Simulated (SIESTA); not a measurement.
SIESTA run on NbAl3 (I4/mmm, 4 atoms in the cell): self-consistent single point.

Method of the run: SIESTA with GGA PBEsol, numerical atomic orbitals TZP, PseudoDojo PBEsol standard norm-conserving potentials (rewritten from UPF to PSML).

The change in words: lattice scaled by 0.98. Reference geometry:
```
CELL_PARAMETERS angstrom
     -1.95437     1.95437     4.37615
      1.95437    -1.95437     4.37615
      1.95437     1.95437    -4.37615
ATOMIC_POSITIONS crystal
  Al 0.50000 0.50000 0.00000
  Al 0.75000 0.25000 0.50000
  Al 0.25000 0.75000 0.50000
  Nb 0.00000 0.00000 0.00000
```

Reference input (self-consistent single point, DFT, GGA PBEsol, numerical atomic orbitals TZP, PseudoDojo PBEsol standard norm-conserving potentials (rewritten from UPF to PSML)): XC.functional = GGA; XC.authors = PBEsol; potentials = PseudoDojo PBEsol standard; PAO.BasisSize = TZP; PAO.EnergyShift = 0.005 Ry; MeshCutoff = 400 Ry; kgrid.MonkhorstPack = 12 12 12; OccupationFunction = FD; ElectronicTemperature = 1578.21 K; MaxSCFIterations = 150; SCF.Mixer.Method = Pulay; SCF.Mixer.Weight = 0.25. This run's input differs from it in these lines:

```diff
@@ -12,5 +12,5 @@
 %block LatticeVectors
-    -3.693216487    3.693216487    8.269730649
-     3.693216487   -3.693216487    8.269730649
-     3.693216487    3.693216487   -8.269730649
+    -3.619352762    3.619352762    8.104336150
+     3.619352762   -3.619352762    8.104336150
+     3.619352762    3.619352762   -8.104336150
 %endblock LatticeVectors
@@ -18,5 +18,5 @@
 %block AtomicCoordinatesAndAtomicSpecies
-     0.000000000    0.000000000    4.376153000  1
-     0.000000000    1.954366000    2.188076500  1
-     1.954366000    0.000000000    2.188076500  1
+     0.000000000    0.000000000    4.288630000  1
+     0.000000000    1.915279000    2.144315000  1
+     1.915279000    0.000000000    2.144315000  1
      0.000000000    0.000000000    0.000000000  2
```

The program printed (abridged):

```
        iscf     Eharris(eV)        E_KS(eV)     FreeEng(eV)     dDmax    Ef(eV) dHmax(eV)
   scf:    1    -1852.020089    -1880.095501    -1880.155142  1.883885 -4.820854 11.528235
   scf:    2    -1885.479885    -1884.500695    -1884.536979  0.197175 -5.654089  0.602965
   scf:    3    -1884.570158    -1884.537300    -1884.574072  0.026878 -5.658922  0.524340
   scf:    4    -1884.581143    -1884.562137    -1884.599694  0.038059 -5.696592  0.074584
   scf:    5    -1884.562703    -1884.562637    -1884.600803  0.009406 -5.699166  0.043205
   scf:    6    -1884.561313    -1884.562329    -1884.600363  0.003686 -5.715275  0.122221
   scf:    7    -1884.562574    -1884.562706    -1884.600872  0.002619 -5.703718  0.015889
   scf:    8    -1884.562747    -1884.562737    -1884.600877  0.000412 -5.706025  0.010235
   scf:    9    -1884.562723    -1884.562731    -1884.600881  0.000168 -5.705283  0.001132
   scf:   10    -1884.562728    -1884.562730    -1884.600882  0.000023 -5.705192  0.000023
SCF Convergence by DM+H criterion
max |DM_out - DM_in|         :     0.0000232849
max |H_out - H_in|      (eV) :     0.0000234863
SCF cycle converged after 10 iterations

Using DM_out to compute the final energy and forces

siesta: E_KS(eV) =            -1884.5627

siesta: E_KS - E_eggbox =     -1884.5627

siesta: Atomic forces (eV/Ang):
     1    0.000000    0.000000    0.000000
     2    0.000008   -0.000008    0.000000
     3   -0.000008    0.000008   -0.000000
     4    0.000000    0.000000   -0.000000
   Tot    0.000000    0.000000    0.000000
   Max    0.000008
   Res    0.000004    sqrt( Sum f_i^2 / 3N )
   Max    0.000008    constrained

Stress tensor Voigt[x,y,z,yz,xz,xy] (kbar):       11.49       11.49       11.84        0.01        0.01        0.03
(Free)E + p*V (eV/cell)    -1885.0566
   [... lines left out ...]
siesta: FreeEng =     -1884.600882
siesta: Cell volume =         62.927817 Ang**3
siesta:         -11.60361116        -11.60336610  kBar
   [... lines left out ...]
              0.493   0.370   0.049   0.166   0.306   0.166   0.200   0.156

              0.037   0.024   0.037   0.022   0.637   0.605   0.349   0.605

              0.268

mulliken: Qtot =       22.000

Mulliken Atomic Populations:
Atom #   charge [q] valence [e]  Species
     1    -0.116814    3.116814  Al
     2     0.001905    2.998095  Al
     3     0.001905    2.998095  Al
     4     0.113004   12.886996  Nb
 Total    -0.000000
```

The run converged in 10 iterations. Against the reference run the free energy falls by 30.3 meV/atom and the pressure goes from -8.25 to -1.16 GPa.

The starting cell comes from a database of computed structures (which also holds hypothetical and non-ambient phases and stackings), without a prior relaxation at this level. Its lattice was rescaled by a random factor within 2.5 % of one. For this run, on top of that: lattice scaled by 0.98. Spin polarisation is off. Values carry the incompleteness of an atom-centred basis.

Cost on one core of a shared machine: roughly 9 min.
